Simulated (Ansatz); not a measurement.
Defect migration in wurtzite GaN: N vacancy, charge state +3. Calculation: PBE, PAW (plane waves to 420 eV; Ansatz, a first-principles code).

Cell of 72 host sites held at the relaxed PBE lattice; one k-point at (0.125, 0.250, 0.250); Fermi-Dirac width 0.01 eV, spin-restricted; finite-size errors left in. Energies are static. The charge state is imposed; whether it is stable for some Fermi level was not computed. Forms of the defect that were not tried may lie lower.

Barriers: single points on a 2×2×2 k-point mesh shifted by half a step along c at the bands' geometries (they differ from the bands' own by up to 0.10 eV, and are uncertain by about as much).

The step: one N atom jumps into the vacancy from a nearby N site. Atoms about the jump, Cartesian Å from the middle of the jump, before and after:

```tsv
atom	x0	y0	z0	x1	y1	z1
N1	0.82	0.47	-1.33	-0.82	-0.47	1.33
Ga2	-0.81	-0.47	-1.13	-1.12	-0.65	-0.53
Ga3	1.10	0.64	2.08	0.79	0.46	1.95
Ga4	0.80	2.33	-0.70	0.80	2.67	-0.53
N5	0.78	2.33	1.29	0.80	2.33	1.33
Ga6	-2.73	0.64	2.08	-2.45	0.49	1.98
N7	-2.43	0.47	-1.32	-2.41	0.47	-1.33
N8	2.40	-0.48	1.29	2.41	-0.47	1.33
Ga9	2.42	-0.48	-0.70	2.71	-0.65	-0.53
N10	-2.40	2.33	1.29	-2.43	2.32	1.31
Ga11	-2.41	2.33	-0.70	-2.43	2.32	-0.64
N12	-0.81	3.25	-1.31	-0.82	3.23	-1.33
N13	-0.81	-2.35	-1.33	-0.79	-2.33	-1.33
Ga14	-0.81	-2.68	2.08	-0.81	-2.36	1.98
Ga15	-0.81	3.27	1.98	-0.85	3.27	1.98
N16	0.80	0.46	3.94	0.80	0.46	3.94
N17	0.81	-3.24	1.29	0.79	-3.26	1.31
N18	-4.02	-0.48	1.29	-4.03	-0.46	1.30
Ga19	0.82	-3.26	-0.70	0.80	-3.28	-0.64
```

**Question.** Predict the transition state.

**Answer.** 
```csv
atom,x,y,z
N1,-0.19,0.37,0.41
Ga2,-1.09,-0.65,-0.79
Ga3,0.97,0.59,1.91
Ga4,0.64,2.34,-0.45
N5,0.89,2.51,1.45
Ga6,-2.48,0.62,1.93
N7,-2.52,0.45,-1.41
N8,2.54,-0.46,1.37
Ga9,2.61,-0.63,-0.52
N10,-2.39,2.40,1.28
Ga11,-2.45,2.29,-0.69
N12,-0.85,3.21,-1.32
N13,-0.87,-2.44,-1.36
Ga14,-0.77,-2.55,2.03
Ga15,-0.79,3.32,2.00
N16,0.82,0.46,3.89
N17,0.84,-3.21,1.29
N18,-3.94,-0.44,1.27
Ga19,0.77,-3.29,-0.68
```
It lies 2.62 eV above the start and 2.62 eV above the end. The saddle point's order was not checked. Symmetry-equivalent saddle points exist between the same ends.
